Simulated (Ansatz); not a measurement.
# CdS under a change: biaxial strain +0.42 %, plane normal [111], relaxed out of plane

The parent structure is CdS in the zinc blende structure (space group F-43m, No. 216; a = 5.8242 Å). Axes: x, y, z lie along the cube axes.

One thing is altered: tensile biaxial strain of 0.42 % in the plane normal to [111], as in epitaxy on a mismatched substrate; the out-of-plane cell vector and the atoms relax.

All numbers come from PBEsol, PAW, 420 eV (Ansatz, an electronic-structure program; no spin-orbit coupling). Settings: 10×10×10 k-points, 0.05 eV Fermi–Dirac smearing.

| quantity | base | changed | shift |
|---|---|---|---|
| volume per atom | 24.70 Å³ | 24.81 Å³ | +0.116 Å³ |
| space group | F-43m (No. 216) | R3m (No. 160) | – |
| energy relative to the base (free energy F) | 0 meV/atom | +0.3 meV/atom | +0.3 meV/atom |
| pressure (mean of the normal stresses, compression positive) | 0.00 GPa | -0.28 GPa | -0.287 GPa |
| band gap | 1.01 eV | 0.98 eV | -0.03 eV |
| gap character | direct at Γ | direct at Γ | – |
| electron mass | 0.11 mₑ (at Γ) | 0.11 mₑ (at Γ) | – |
| valence-band top at Γ (three highest levels, from the VBM) | 0.00, 0.00, 0.00 eV | 0.00, -0.03, -0.03 eV | – |
| out-of-plane strain | – | -0.37 % | – |
| mean in-plane stress (compression positive) | – | -0.4 GPa | – |

Cost of the whole job for the changed cell (relaxation, final SCF and bands): about 50 core-seconds (a rough figure).

Masses are band curvatures over ±0.01 Å⁻¹ around the edge. Stability against distortions was not tested. Labels are those of the standard path for the cell's own space group.
